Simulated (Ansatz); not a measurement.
The parent structure is Mg in the hcp (Mg type) structure (space group P6_3/mmc, No. 194; a = 3.175 Å, c = 5.163 Å; relaxed with 0.1 eV smearing).

Computed with PBEsol (Ansatz, a first-principles code, PAW, no spin-orbit coupling).

Before the change:

Pressure: 0.0 GPa
Band gap: zero

Perturbation: an isotropic linear strain of −2.00 %; the atoms relax in the strained cell.

Q: What happens to the energy relative to the base?

A: The energy goes up by 10 meV/atom.

Q: How does this affect the pressure?

A: The pressure (mean of the normal stresses, compression positive) goes from zero to 2.5 GPa.

Q: What happens to the band gap?

A: The band gap remains zero.

Stability against distortions was not tested.
